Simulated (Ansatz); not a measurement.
The reference is Sr₃AsN in the anti-perovskite structure (space group Pm-3m, No. 221; a = 5.0413 Å; a cell from a computed database, its experimental status unchecked).

Modification: a hydrostatic pressure of 5 GPa.

Levels (all Ansatz, an electronic-structure program, PAW): PBEsol (420 eV, scalar-relativistic without spin-orbit coupling); PBEsol+SOC (420 eV, with spin-orbit coupling).

The geometry is relaxed with PBEsol.

```
Property                                   Value
--------------------  --------------------------
PBEsol electron mass        0.12, 0.64 mₑ (at Γ)
PBEsol band gap                          0.17 eV
PBEsol gap character                 direct at Γ
PBEsol hole mass      0.12, 0.42, 0.42 mₑ (at Γ)
```

With PBEsol+SOC at the same geometry, the electron mass (degenerate bands, along [100]) changes from 0.12, 0.64 mₑ (at Γ) to 0.11, 0.63 mₑ (at Γ); the band gap hardly moves (0.17 eV against 0.16 eV); the gap character is still direct at Γ; the hole mass (degenerate bands, along [100]) becomes 0.14, 0.26, 0.38 mₑ (at Γ) (PBEsol: 0.12, 0.42, 0.42 mₑ (at Γ)).

Single points use the geometry relaxed with PBEsol. The spin-orbit shifts are approximate. Load acts through the strain it causes; cell and atoms are relaxed under it. Masses are band curvatures over ±0.01 Å⁻¹ around the edge. No phonon test of stability was made. Competing high-pressure phases were not computed. A zero or small gap of Sr3AsN under pressure 5 GPa can be the functional's error rather than a property of the material.
